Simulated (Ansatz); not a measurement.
## How the bulk modulus of double-hcp La moves with the method

**Question.** Put these levels in order of the bulk modulus that they give for double-hcp La, smallest first: PBE+SOC (Ansatz, a first-principles code), PBEsol (Ansatz), r²SCAN (Ansatz).

**Answer.** r²SCAN (22.9 GPa), PBE+SOC (25.1 GPa), PBEsol (26.7 GPa)

Unless a cell is named, each level is at its own relaxed cell (PBE+SOC 37.16, PBEsol 33.96, r²SCAN 37.27 Å³/atom).

Each level is taken at its own relaxed cell. Cutoffs differ between the levels. Ansatz's density-functional and Hartree–Fock values are scalar-relativistic unless marked +SOC, with PAW data made under PBE.
